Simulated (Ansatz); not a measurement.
Base system: YN in the rock salt structure (space group Fm-3m, No. 225).

```xyz
2
Lattice="0.0000 2.4099 2.4099 2.4099 0.0000 2.4099 2.4099 2.4099 0.0000" Properties=species:S:1:pos:R:3 pbc="T T T"
Y      0.0000     0.0000     0.0000
N      2.4099     2.4099     2.4099
```

Cartesian axes are those of the cell as printed.

Level of theory: plane-wave PAW DFT at the LDA level (Ansatz, a first-principles code, 420 eV), scalar-relativistic without spin-orbit coupling.

Strains are applied to the cell and any free atomic positions relax; under biaxial strain the out-of-plane vector relaxes too.

One change was made to it. Results:

```json
[
 {"quantity": "energy relative to the base (free energy F)", "base": "0 meV/atom", "after": "+21 meV/atom"},
 {"quantity": "shortest interatomic distance", "base": "2.410 Å", "after": "2.383 Å"},
 {"quantity": "pressure (mean of the normal stresses, compression positive)", "base": "0.0 GPa", "after": "-6.0 GPa"}
]
```

Which change produced these results?
(A) biaxial strain −3.00 %, plane normal [001], relaxed out of plane
(B) biaxial strain −1.00 %, plane normal [001], relaxed out of plane
(C) biaxial strain +2.50 %, plane normal [001], relaxed out of plane
(D) biaxial strain +3.00 %, plane normal [001], relaxed out of plane
(E) biaxial strain +0.50 %, plane normal [001], relaxed out of plane

C, biaxial strain +2.50 %, plane normal [001], relaxed out of plane. For comparison, the energy relative to the base in the other runs: biaxial strain −1.00 %, plane normal [001], relaxed out of plane gives +3.8 meV/atom; biaxial strain +0.50 %, plane normal [001], relaxed out of plane gives +0.9 meV/atom; biaxial strain +3.00 %, plane normal [001], relaxed out of plane gives +30 meV/atom; biaxial strain −3.00 %, plane normal [001], relaxed out of plane gives +37 meV/atom.

A case with no gap was solved on a k-mesh chosen for an insulator, which is coarse for it. No phonon test of stability was made. The final runs are not spin-polarised.
